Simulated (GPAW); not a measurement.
Input and output of a self-consistent single point for GeP₃O₆ (R-3, 20 atoms in the cell) (GPAW).

Level of theory: RPBE, GPAW PAW datasets RPBE (gpaw-data 1.0.1) (plane waves; GPAW 25.7.0).

```
Ge(PO2)3
1.0
    6.27365     3.62209     3.21340
   -6.27365     3.62209     3.21340
    0.00000    -7.24419     3.21340
Ge P O
2 6 12
Cartesian
  0.00000   0.00000   4.82010
  0.00000   0.00000   0.00000
 -1.17744  -2.24084   7.43193
  1.17744   2.24084   2.20828
  2.52935   0.10073   7.43193
 -2.52935  -0.10073   2.20828
 -1.35191   2.14011   7.43193
  1.35191  -2.14011   2.20828
 -1.04199   6.00764   5.39765
  1.04199  -6.00764   4.24256
 -4.68177  -3.90621   5.39765
  4.68177   3.90621   4.24256
  5.72376  -2.10143   5.39765
 -5.72376   2.10143   4.24256
 -0.44800  -1.84216   6.17214
  0.44800   1.84216   3.46807
  1.81936   0.53310   6.17214
 -1.81936  -0.53310   3.46807
 -1.37136   1.30906   6.17214
  1.37136  -1.30906   3.46807
```

Reference input (self-consistent single point, DFT LDA (Perdew-Wang 92), plane waves, GPAW PAW datasets LDA (gpaw-data 1.0.1)): mode = pw; ecut = 950 eV; xc = LDA; kpts = 3 3 3; mesh shift (steps) = 0 0 0; occupations.name = fermi-dirac; occupations.width = 0 eV; nbands = -6; convergence.density = 1e-05 e/electron; convergence.energy = 1e-05 eV/electron; convergence.bands = -4; symmetry.symmorphic = false. This run's input differs from it in these lines:

```diff
@@ -31,3 +31,3 @@
 calc = GPAW(mode={'name': 'pw', 'ecut': 950},
-            xc='LDA',
+            xc='RPBE',
             kpts=(3, 3, 3),
```

Its files differ too (potentials: GPAW PAW datasets RPBE (gpaw-data 1.0.1)).

The program printed (abridged):

```
     iter     time        total  log10-change:
                         energy   eigst   dens
iter:   1 --:--:--  -142.310295   +0.36
iter:   2 --:--:--  -137.497088   -1.06  -0.76
iter:   3 --:--:--  -125.088589   -0.31  -0.81
iter:   4 --:--:--  -125.055410   -1.76  -1.18
iter:   5 --:--:--  -126.233770   -0.96  -1.22
iter:   6 --:--:--  -125.122530   -1.05  -1.35
iter:   7 --:--:--  -124.857899   -1.87  -1.70
iter:   8 --:--:--  -124.842812   -2.21  -1.87
iter:   9 --:--:--  -124.834419   -2.85  -2.19
iter:  10 --:--:--  -124.818283   -2.82  -2.25
iter:  11 --:--:--  -124.817914   -4.24  -2.68
   [... lines left out ...]
iter:  21 --:--:--  -124.817082c  -6.13  -3.79
iter:  22 --:--:--  -124.817081c  -6.87  -3.91
iter:  23 --:--:--  -124.817080c  -6.61  -3.96
iter:  24 --:--:--  -124.817081c  -6.66  -4.15
iter:  25 --:--:--  -124.817081c  -7.07  -4.29
iter:  26 --:--:--  -124.817080c  -7.36  -4.32
iter:  27 --:--:--  -124.817080c  -7.74c -4.40
iter:  28 --:--:--  -124.817080c  -8.29c -4.49
iter:  29 --:--:--  -124.817081c  -7.76c -4.52
iter:  30 --:--:--  -124.817081c  -8.25c -4.72
iter:  31 --:--:--  -124.817081c  -7.69c -4.76
iter:  32 --:--:--  -124.817081c  -8.65c -4.96
iter:  33 --:--:--  -124.817081c  -9.16c -5.26c
Converged after 33 iterations.

Dipole moment: (-0.000000, 0.000000, 0.000000) |e|*Ang

Energy contributions relative to reference atoms: (reference = -194562.169758)

Kinetic:       +150.512525
Potential:     -153.743051
External:        +0.000000
XC:            -124.081126
Entropy (-ST):   +0.000000
Local:           +2.494571
SIC:             +0.000000
--------------------------
Free energy:   -124.817081
Extrapolated:  -124.817081

Showing only first 2 kpts
 Kpt  Band  Eigenvalues  Occupancy
  0    53     -0.76498    2.00000
  0    54     -0.41081    2.00000
  0    55      2.79441    0.00000
  0    56      2.79442    0.00000

  1    53     -0.74493    2.00000
  1    54     -0.29003    2.00000
  1    55      2.68901    0.00000
  1    56      2.74218    0.00000

Fermi level: 1.27094

Gap: 2.580 eV
Transition (v -> c):
   [... lines left out ...]
  0 Ge   -0.00000    0.00000    0.00000
  1 Ge    0.00000    0.00000    0.00000
  2 P    -0.50840   -0.57983    0.10010
  3 P     0.50840    0.57983   -0.10010
  4 P     0.75635   -0.15037    0.10010
   [... 15 lines left out ...]

Stress tensor:
    -0.013517     0.000000     0.000000
     0.000000    -0.013517     0.000000
     0.000000     0.000000    -0.028487
Stress (GPa, Voigt): [-2.1657 -2.1657 -4.5641  0.      0.      0.    ]
```

The run converged in 33 iterations. GPAW prints stress with tension positive. Against the reference run the largest force goes from 0.349 to 0.783 eV/Å and the gap on the mesh goes from 2.521 to 2.580 eV.

At such cutoffs GPAW's stress carries a finite-basis (Pulay) error, which enters relaxed cells too; its log prints stress with tension positive.

The starting cell comes from a database of computed structures (which also holds hypothetical and non-ambient phases and stackings), without a prior relaxation at this level.

Cost on one core of a shared machine: roughly 8 min.
